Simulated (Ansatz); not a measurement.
**CsSnI3 under a change: Sn → Mo**

Consider CsSnI₃ in the cubic perovskite structure (space group Pm-3m, No. 221; a = 6.271 Å).

The change: Mo takes the place of Sn on all its sites, then cell and atoms are relaxed.

Level of theory: PBE (Ansatz, a program for electronic structure, PAW, no spin-orbit coupling), earlier PAW set. Γ-centred 8×8×8 mesh, Fermi–Dirac width 0.05 eV, for the changed cell.

```tsv
quantity	base	changed	shift
volume per atom	49.33 Å³	40.80 Å³	-8.53 Å³
space group	Pm-3m (No. 221)	Pm-3m (No. 221)	–
shortest interatomic distance	3.136 Å	2.943 Å	-0.1922 Å
band gap	0.45 eV	zero	–
magnetic state	not spin-polarised	ferromagnetic	–
largest site moment	0.00 μB	3.11 μB	+3.11 μB
```

Final structure:

```
CELL_PARAMETERS angstrom
      5.88680     0.00000     0.00000
      0.00000     5.88680     0.00000
      0.00000     0.00000     5.88680
ATOMIC_POSITIONS crystal
  Cs 0.00000 0.00000 0.00000
  Mo 0.50000 0.50000 0.50000
  I  0.00000 0.50000 0.50000
  I  0.50000 0.50000 0.00000
  I  0.50000 0.00000 0.50000
```

Cost of the whole job for the changed cell (relaxation, final SCF and bands): about 4 core-minutes (a rough figure).

The magnetic state is the one reached from the starting moments; the real material's order can differ, and small cells can't hold many antiferromagnetic ones. With I present, leaving out spin-orbit coupling can change the band edges. Stability against distortions was not tested. As relaxed here, CsMoI3 is a hypothetical phase, not in the database extracts checked. Many cubic perovskites are stable only at high temperature; tilts and polar distortions were not tested.
